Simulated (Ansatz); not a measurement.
AlP in the zinc blende structure (space group F-43m, No. 216)

```cif
data_Al4P4
_chemical_formula_sum 'P4 Al4'
_space_group_name_H-M_alt 'F-43m'
_space_group_IT_number 216
_space_group_name_Hall 'F -4 2 3'
_cell_length_a 5.50776
_cell_length_b 5.50776
_cell_length_c 5.50776
_cell_angle_alpha 90.000
_cell_angle_beta 90.000
_cell_angle_gamma 90.000
loop_
_atom_site_label
_atom_site_type_symbol
_atom_site_symmetry_multiplicity
_atom_site_Wyckoff_symbol
_atom_site_fract_x
_atom_site_fract_y
_atom_site_fract_z
_atom_site_occupancy
P1 P 4 d 0.75000 0.75000 0.75000 1
Al1 Al 4 a 0.00000 0.00000 0.00000 1
```
(The calculation used a cell of 2 atoms; values per cell refer to that cell.)

Method: Ansatz (a quantum-chemistry and plane-wave program), PBE, PAW, cutoff 420 eV, without spin-orbit coupling. k-mesh 10×10×10 (Γ-centred); smearing 0.05 eV (Fermi–Dirac).

| Item | Value |
|---|---|
| Volume per atom | 20.88 Å³ |
| Density | 2.30 g/cm³ |
| Band gap | 1.63 eV, indirect, Γ → X |
| Electron mass | 0.81 mₑ along k, 0.25 mₑ across |
| Hole mass (degenerate bands, along [100]) | 0.19, 0.56, 0.56 mₑ |
| Lowest conduction-band minima above the VBM | X along ⟨100⟩ 1.63 eV; L along ⟨111⟩ 2.72 eV; Γ 3.09 eV |
| Total energy | -647.222 eV/atom (σ→0; compares only within this code and set-up) |

Masses are band curvatures over ±0.01 Å⁻¹ around the edge. Along k means along the line from Γ to the band edge. Stability against distortions was not tested.
